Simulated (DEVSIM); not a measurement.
Structure: illuminated Si n-on-p cell, one wavelength, at 300 K.

Layer 1 from the left is Si, thickness (μm) 0.400, Nd (cm⁻³) 4.9e18, τn (s) 5.4e-6, τp (s) 3.9e-5, absorption coefficient (cm⁻¹) 51000. Layer 2 from the left is Si, thickness (μm) 51.0, Na (cm⁻³) 2.6e17, τn (s) 4.9e-5, τp (s) 4.9e-5, absorption coefficient (cm⁻¹) 51000.

Left contact: ohmic, minority hole recombination velocity 70000 cm/s. Right contact: ohmic, minority electron recombination velocity 10000 cm/s. Voltage is applied to the left contact. Recombination: SRH at mid-gap, radiative, Auger. Gap narrowing is on: ΔEg = 6.92 meV × (l + √(l² + 0.5)), l = ln(N/1.3e17 cm⁻³), shared equally by both band edges. Light enters at the left, 1.9e17 photons cm⁻² s⁻¹, one pass, no reflection. Mobility is constant in doping.

Constants are typed, rounded textbook-type inputs, not results; the design itself was drawn at random and stands for no fabricated device. Values at 300 K.

Si: gap (eV) 1.124, affinity (eV) 4.05, permittivity 11.7, Nc (cm⁻³) 2.86e19, Nv (cm⁻³) 3.1e19, μn (cm²/Vs) 1417, μp (cm²/Vs) 470, B (cm³/s) 4.7e-15, Cn (cm⁶/s) 2.8e-31, Cp (cm⁶/s) 9.9e-32.

DEVSIM, 1D drift-diffusion, Boltzmann statistics, complete ionisation; no tunnelling, impact ionisation, image-force lowering or self-heating.

Q: What does the simulation give for the share of generated pairs collected at short circuit, the fill factor?

A: share of generated pairs collected at short circuit 0.891; fill factor 0.83.
